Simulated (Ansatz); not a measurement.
Structures of equal composition on the (111) surface of fcc Ir: a pseudomorphic layer of Pd in the host's stacking; a pseudomorphic layer of Pd in the other hollow. The slabs share one bottom face, and each structure is named by its start. These are constructed structures in small cells; real faces may alloy, dewet or reconstruct in larger ones, and not all known structures of the face are among them. Slabs of about 11 Å, Fermi-Dirac smearing of 0.1 eV. Bottom of the slabs: a bare face, its two planes held. Relaxed from the named starts with such symmetry as they have, on meshes of like density; energies extrapolated to zero smearing; spin only where a row says so; no spin-orbit coupling, no U. Brackets mark spin-polarised runs, whose order is one that fits the cell.

All values below come from PBE (plane waves to 420 eV, PAW; Ansatz, a first-principles code).

Task: Put the candidates in order of energy per 1x1 cell, lowest first, for PBE.

Result: a pseudomorphic layer of Pd in the host's stacking (0.000 eV), a pseudomorphic layer of Pd in the other hollow (0.052 eV)
